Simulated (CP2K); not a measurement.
A self-consistent single point of TePb₂Se (R3m, 4 atoms in the cell) with CP2K.

Computed with LDA (Pade form), GPW, TZVP-MOLOPT-SR-GTH basis, GTH-PADE potentials (GTH_POTENTIALS) (CP2K 2026.2).

The change in words: lattice scaled by 0.98; KPOINTS/SCHEME: MONKHORST-PACK 3 3 3 → MONKHORST-PACK 7 7 7. Reference geometry:
```
CELL_PARAMETERS angstrom
      7.74151     0.00000     0.00000
      6.45001     4.28116     0.00000
      6.45001     1.94578     3.81344
ATOMIC_POSITIONS crystal
  Te 0.50228 0.50228 0.50228
  Pb 0.74470 0.74470 0.74470
  Pb 0.25530 0.25530 0.25530
  Se 0.00000 0.00000 0.00000
```

Reference input (self-consistent single point, DFT LDA (Pade form), GPW, TZVP-MOLOPT-SR-GTH basis, GTH-PADE potentials (GTH_POTENTIALS)): CUTOFF = 400 Ry; REL_CUTOFF = 40 Ry; KPOINTS/SCHEME = MONKHORST-PACK 3 3 3; XC_FUNCTIONAL = PADE; Te/BASIS_SET = TZVP-MOLOPT-SR-GTH-q6; Te/POTENTIAL = GTH-PADE-q6; Pb/BASIS_SET = TZVP-MOLOPT-SR-GTH-q4; Pb/POTENTIAL = GTH-PADE-q4; Se/BASIS_SET = TZVP-MOLOPT-SR-GTH-q6; Se/POTENTIAL = GTH-PADE-q6; METHOD = GPW; EPS_DEFAULT = 1e-11. This run's input differs from it in these lines:

```diff
@@ -36,3 +36,3 @@
     &KPOINTS
-      SCHEME MONKHORST-PACK 3 3 3
+      SCHEME MONKHORST-PACK 7 7 7
     &END KPOINTS
@@ -59,5 +59,5 @@
     &CELL
-      A 7.74150900 0.00000000 0.00000000
-      B 6.45000600 4.28116500 0.00000000
-      C 6.45000600 1.94577800 3.81344000
+      A 7.58667900 0.00000000 0.00000000
+      B 6.32100600 4.19554200 0.00000000
+      C 6.32100700 1.90686300 3.73717100
       PERIODIC XYZ
@@ -65,5 +65,5 @@
     &COORD
-      Te      10.36790573     3.12769384     1.91542990
-      Pb      15.37165812     4.63717954     2.83985351
-      Pb       5.26986288     1.58976346     0.97358649
+      Te      10.16054833     3.06514039     1.87712120
+      Pb      15.06422602     4.54443659     2.78305630
+      Pb       5.16446598     1.55796841     0.95411470
       Se       0.00000000     0.00000000     0.00000000
```

Output, abridged:

```
 SCF WAVEFUNCTION OPTIMIZATION

  Step     Update method      Time    Convergence         Total energy    Change
     1 NoMix/Diag. 0.20E+00      -     0.56412121       -25.1511238190 -2.52E+01
     2 Broy./Diag. 0.20E+00      -     0.08920904       -24.9741817762  1.77E-01
     3 Broy./Diag. 0.20E+00      -     0.34388711       -25.0297600330 -5.56E-02
     4 Broy./Diag. 0.20E+00      -     0.04597714       -25.1880048604 -1.58E-01
     5 Broy./Diag. 0.20E+00      -     0.08631746       -25.1092548813  7.87E-02
     6 Broy./Diag. 0.20E+00      -     0.00481627       -25.1020561201  7.20E-03
   [... 6 lines left out ...]
    13 Broy./Diag. 0.20E+00      -     0.00003645       -25.0848482975  6.11E-06
    14 Broy./Diag. 0.20E+00      -     0.00000182       -25.0848488577 -5.60E-07
    15 Broy./Diag. 0.20E+00      -     0.00000563       -25.0848454821  3.38E-06
    16 Broy./Diag. 0.20E+00      -     0.00000029       -25.0848464022 -9.20E-07
  *** SCF run converged in    16 steps ***

  Overlap energy of the core charge distribution:               0.00000000005666
  Self energy of the core charge distribution:                -52.19283796865764
  Core Hamiltonian energy:                                     10.82488759227400
  Hartree energy:                                              22.14918877783117
  Exchange-correlation energy:                                 -5.86608480374164

  Total energy:                                               -25.08484640223745

                     Mulliken Population Analysis

 #  Atom  Element  Kind  Atomic population                           Net charge
       1     Te       1          6.530820                             -0.530820
       2     Pb       2          3.363738                              0.636262
   [... lines left out ...]

 STRESS| Analytical stress tensor [bar]
 STRESS|                        x                   y                   z
 STRESS|      x       -2.02231721073E+03  -3.19947053727E+01  -1.96950655836E+01
 STRESS|      y       -3.19947053727E+01  -1.92550094990E+03  -5.97152975454E+00
 STRESS|      z       -1.96950655836E+01  -5.97152975454E+00  -1.91956034907E+03
 STRESS| 1/3 Trace                                            -1.95579283657E+03
```

The run converged in 16 iterations. Against the reference run the free energy drops by 22.2 meV/atom, the pressure goes from -2.97 to -0.20 GPa, the largest force goes from 0.150 to 0.161 eV/Å and the gap on the mesh goes from 0.581 to 0.434 eV.

The starting cell comes from a database of computed structures (which also holds hypothetical and non-ambient phases and stackings), without a prior relaxation at this level. Its lattice was rescaled by up to half a per cent. One atom was moved a little off its site on purpose. For this run, on top of that: lattice scaled by 0.98. Spin-orbit coupling is off. Values carry the incompleteness of an atom-centred basis. Another mesh or the band path of this cell gives a smaller gap, so this value is not converged in the mesh.

Cost on one core of a shared machine: roughly 2 min.
